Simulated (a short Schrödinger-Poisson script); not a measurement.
Stack: MOS inversion layer, SiO2 on p-type InP, at 300 K.

| layer | material | thickness (nm) | Na (cm⁻³) |
|---|---|---|---|
| 1 | SiO2 | 1.3 | - |
| 2 | InP | 250 | 3.6e18 |

Constants are typed, rounded textbook-type inputs, not results; the design itself was drawn at random and stands for no fabricated device. SiO2: permittivity 3.9, conduction-band edge (eV) 3.48, gap (eV) 9, electron mass (mₑ) 0.5. InP: permittivity 12.5, conduction-band edge (eV) 0, gap (eV) 1.344, Nv at 300 K (cm⁻³) 1.1e19.

Channel valleys (confinement mass, in-plane density-of-states mass, number): Γ 0.08, 0.08, 1. At the gate the conduction-band edge of layer 1 lies 3.49 eV − eVg above the Fermi level of the channel; the field vanishes at the back. Gaps are held at their typed values at every temperature. Mesh 0.03 nm at interfaces.

Solved with a short Schrödinger-Poisson script written for these runs: 1D Poisson equation in equilibrium, electrons quantum, Hartree (BenDaniel-Duke, 12 states a valley, the channel's in-plane mass for all, wave functions ending at the dielectric), parabolic valleys, classical holes, full ionisation, no traps, pinning or gate leakage.

The same stack at other levels of the model or other numerical settings:

| run | sheet density of all electrons at Vg = 1.2 V (cm⁻²) | capacitance at Vg = 1.2 V (μF/cm²) | centroid of the channel electrons at Vg = 1.2 V (nm) | gate voltage at 1e11 electrons/cm² (V) | rough cost against the base |
|---|---|---|---|---|---|
| base | 1.40e12 | 1.32 | 2.41 | 0.98 | about 1 |
| electrons treated as classical, Boltzmann | 8.21e12 | 2.48 | 0.19 | 0.57 | 0.08 |
| electrons treated as classical, Fermi-Dirac | 3.38e12 | 1.38 | 0.90 | 0.60 | 0.4 |
| electrons treated as quantum, Hartree plus LDA exchange-correlation | 1.59e12 | 1.38 | 2.40 | 0.97 | 1 |
| mesh six times as coarse | 1.40e12 | 1.32 | 2.41 | 0.98 | 0.3 |
| one subband a valley | 1.40e12 | 1.32 | 2.41 | 0.98 | 0.6 |

The classical rows ignore confinement, and Boltzmann statistics overrate the density once the band edge passes the Fermi level.
